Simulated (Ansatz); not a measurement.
# AlN under a change: uniaxial stress, 5 GPa tension along z

Take AlN in the wurtzite structure (space group P6_3mc, No. 186; a = 3.107 Å, c = 4.978 Å) as the base. Axes: x lies along a and z along c of the hexagonal cell.

Perturbation: uniaxial stress, 5 GPa tension along z, with the cell and atoms free to relax against it.

The values are results of r2SCAN (Ansatz, a first-principles code), without spin-orbit coupling, not measurements. k-mesh 12×12×7 (Γ-centred); smearing 0.05 eV (Fermi–Dirac).

| quantity | base | changed | shift |
|---|---|---|---|
| volume per atom | 10.40 Å³ | 10.50 Å³ | +0.094 Å³ |
| shortest interatomic distance | 3.568 bohr | 3.573 bohr | +0.005 bohr |
| energy relative to the base (free energy F) | 0 meV/atom | +2.3 meV/atom | +2.3 meV/atom |
| band gap | 4.88 eV | 4.88 eV | 0.00 eV |
| gap character | direct at Γ | direct at Γ | – |
| width of the top valence band | 2.41 eV | 2.30 eV | -0.11 eV |
| electron mass | – | 0.28 mₑ along z, 0.31 mₑ across (at Γ) | – |
| valence-band top at Γ (three highest levels, from the VBM) | 0.00, -0.22, -0.22 eV | 0.00, -0.08, -0.08 eV | – |
| strain response (xx, yy, zz) | – | (−0.26, −0.26, +1.42) % | – |
| secant Young's modulus along z | – | 350 GPa | – |
| mean lateral Poisson ratio | – | 0.18 | – |

Final structure:

```xyz
4
Lattice="3.0988 0.0000 0.0000 -1.5494 2.6836 0.0000 0.0000 0.0000 5.0492" Properties=species:S:1:pos:R:3 pbc="T T T"
Al     0.0000     1.7891     5.0391
Al     1.5494     0.8945     2.5145
N      0.0000     1.7891     1.9025
N      1.5494     0.8945     4.4271
```

Masses are band curvatures over ±0.01 Å⁻¹ around the edge. Beyond what the load breaks, stability against distortions was not tested.
